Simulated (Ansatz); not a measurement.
Base system: YN in the rock salt structure (space group Fm-3m, No. 225; a = 4.906 Å).

Level of theory: PBE (Ansatz, a quantum-chemistry and plane-wave program), spin-orbit coupling left out.

Before the change:

| Property | Value |
|---|---|
| Gap between the host's bands | 0.21 eV |

Now apply this change: hole doping at 7.0×10^20 cm⁻³ (0.0207 per cell), with a uniform compensating background at fixed cell and a 300 K Fermi–Dirac width.

### Question
Predict the new gap between the host's bands.

### Answer
The gap between the host's bands goes up by 0.03 eV to 0.24 eV.

### Question
Estimate the effect on the Fermi level from band edge.

### Answer
The Fermi level relative to the doped band's edge (positive inside the band; to 0.05 eV) comes out as +0.20 eV.

Carriers are added with a uniform compensating background; total energy and stress of such cells depend on the potential's zero and are not compared; many-body gap narrowing is missing at this level. Whether these cells are dynamically stable was not tested. The base started in P3_121 and relaxed to Fm-3m at this level. The zero or small gap of YN can change with the level of theory.
